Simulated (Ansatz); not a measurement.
The parent structure is AlHO2 (space group Pnnm, No. 58; a = 4.160 Å, b = 4.694 Å, c = 2.840 Å; a cell from a computed database, its experimental status unchecked).

Levels (all Ansatz, a quantum-chemistry and plane-wave program, PAW): PBEsol (420 eV, no spin-orbit coupling); HSE06 (420 eV, spin-orbit coupling left out).

Its gap is 6.08 eV with PBEsol and 8.00 eV with HSE06.

Now apply this change: a negative pressure, −1 GPa.

With PBEsol the gap becomes 6.03 eV.

Question: If the HSE06 correction stayed the same, what would the HSE06 gap be, and what does the HSE06 run give?

Answer: A rigid correction of +1.92 eV gives 7.95 eV. The HSE06 run gives 7.94 eV, so the two effects roughly add.

Single points use the geometry relaxed with PBEsol. Load acts through the strain it causes; cell and atoms are relaxed under it. Whether these cells are dynamically stable was not tested.
